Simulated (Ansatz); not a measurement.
RhBi (P6₃/mmc, No. 194, 4 atoms in the cell; start mp-1064554), treated with r²SCAN (Ansatz, a program for electronic structure, plane waves, PAW).

Settings: plane-wave cutoff 560 eV, 18×18×10 k mesh (along the axes of the cell as run), Fermi–Dirac smearing 0.05 eV, no spin polarisation, scalar-relativistic PAW data made under PBE.

Cell (relaxed at this level):

Space group P6₃/mmc (No. 194); a = b = 4.130 Å, c = 5.692 Å, α = β = 90.00°, γ = 120.00°

| atom | site | symmetry | x | y | z |
|---|---|---|---|---|---|
| Bi | 2c | -6m2 | 0.3333 | 0.6667 | 0.2500 |
| Rh | 2a | -3m. | 0.0000 | 0.0000 | 0.0000 |

**Question.** What does this level give for the bulk modulus B0?

**Answer.** 
- bulk modulus B0 = 127 GPa

Note: the run has no spin polarisation, so it can have missed a magnetic state; the bulk modulus is −V dP/dV from two relaxed cells at ±2 % in volume; the relaxation could not lower the start's symmetry, so the cell can be a saddle point above a distorted one.

Spin–orbit coupling is not included; it can shift volumes and moduli of such heavy elements.

Static lattice: no zero-point or thermal effects.

The result took about 7 core-minutes (a rough figure).

A start named mp-… is a Materials Project structure, which need not be a measured phase.
